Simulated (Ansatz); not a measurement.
Where the default PAW files enter, the runs use the earlier of Ansatz's two default sets.

```
O2Si
1.0
    2.69349     0.00000     0.00000
    0.00000     5.98661     0.00000
    0.00000     2.99330     2.99330
Si O
2 4
Cartesian
  1.34675   2.99330   0.00000
  0.00000   0.00000   0.00000
  0.00000   2.99330   1.15637
  0.00000   5.98661   1.83693
  1.34675   1.15637   0.00000
  1.34675   4.83023   0.00000
```

Space group of this cell: P4_2/mnm, rutile. The cell is taken as given; by r2SCAN its mean pressure is -9.7 GPa.

All values below come from r2SCAN (plane waves, PAW; Ansatz, a first-principles code).

The current runs along the normal of the first two printed vectors; no spin-orbit coupling. Scaled by the factor s: all lengths (ions clamped). Meshes 12×10×10 and 12×6 across the current in all rows.

```tsv
s	mean pressure (GPa)	slowest mid-gap decay constant κ (1/Å)
0.98	10.7	0.461
1.00	-9.7	0.415
1.02	-25.2	?
```

**Question.** Take the slope of the slowest mid-gap decay constant κ against ln s from the two given rows, extrapolate to s = 1.02, and say what the run there gives.

**Answer.** Slope = (0.461 − 0.415) / ln 0.98 = -2.28 1/Å. The line gives 0.415 + (-2.28) × ln 1.02 = 0.370 1/Å. The run gives 0.369 1/Å, 0.001 1/Å under the line, 2 % of the predicted step.
